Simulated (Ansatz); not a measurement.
## TiC: energy against volume

TiC (rock salt, Fm-3m, 10.170 Å³/atom and stress up to 0.01 GPa in the relaxed cell, cube axes along x, y and z) under an equal strain ε along all three axes. PBE in Ansatz, a plane-wave DFT program (PAW, default set), 420 eV, 23×23×23 Γ-centred mesh, Fermi-Dirac smearing 0.10 eV; ions are relaxed, or left where forces stay under 0.02 eV/Å, within the symmetry of each cell.

Here V stands for volume and E for E less E0.

| volume (Å³/atom) | E less E0 (meV/atom) | pressure (GPa) |
|---|---|---|
| 9.5715 | 30.28 | 17.13 |
| 9.7187 | 16.75 | 12.43 |
| 9.8675 | 7.31 | 8.02 |
| 10.0178 | 1.80 | 3.88 |
| 10.1695 | 0.00 | 0.00 |
| 10.3228 | 1.79 | -3.63 |
| 10.4777 | 7.00 | -7.04 |
| 10.6341 | 15.48 | -10.22 |
| 10.7920 | 27.07 | -13.20 |
| 11.1125 | ? | ? |

Fit E against V with the third-order Birch-Murnaghan form, a cubic in V^(-2/3), and predict the withheld value at V = 11.1125.

With u = V^(-2/3) - 0.213, the rows have u = 0.008826, 0.006581, 0.004368, 0.002188, 0.000043, -0.002072, -0.004156, -0.006208, -0.008230. Least squares gives E = 0.004 - 47.05·u + 393918·u² + 3605·u³. Residuals (row less fit): 0.003, -0.006, -0.005, 0.013, -0.003, -0.003, -0.003, 0.003, 0.000; standard error 0.007 (degrees of freedom: 5). Its minimum lies at u = 0.000060, so V0 = (0.213060)^(-3/2) = 10.17. There d²E/du² = 787800 and d³E/du³ = 21630, so B0 = (4/9) × 10.17^(-7/3) × 787800 × 0.160218 = 250 GPa (the last factor turns the table's units into GPa), and B0' = 4 + (2/3) × 0.213060 × (21630)/787800 = 4.0. B0' rests on the cubic coefficient alone and has a standard error of 0.1 from these residuals. At the withheld row, u = -0.012187, so E = 0.004 - 47.05 × (-0.012187) + 393918 × (-0.012187)² + 3605 × (-0.012187)³ = 59.077 meV/atom. The calculation gives 59.05 meV/atom, 0.027 meV/atom below the prediction (0.0 % of the range of E in the table). The row lies outside the fitted rows, so this is an extrapolation. From the scatter of the fitted rows alone, a prediction at this place has a standard error of 0.030 meV/atom, so the miss is 0.9 times that.

In a metal these values are sensitive to mesh and smearing; energies are taken to zero smearing, stresses follow the free energy. The runs aren't spin-polarised. Other structures, which can take over under pressure, weren't tried. The same form fitted to the pressure column gives B0' = 4.0; series where the two differ by over 0.4 aren't shown. Rows are the converged runs of the series near zero and its far end, less any whose ions stayed unrelaxed beside relaxed ones; series whose fitted rows scatter by over a few per cent of the range, as at a crossing or softening among them, aren't shown in this form.
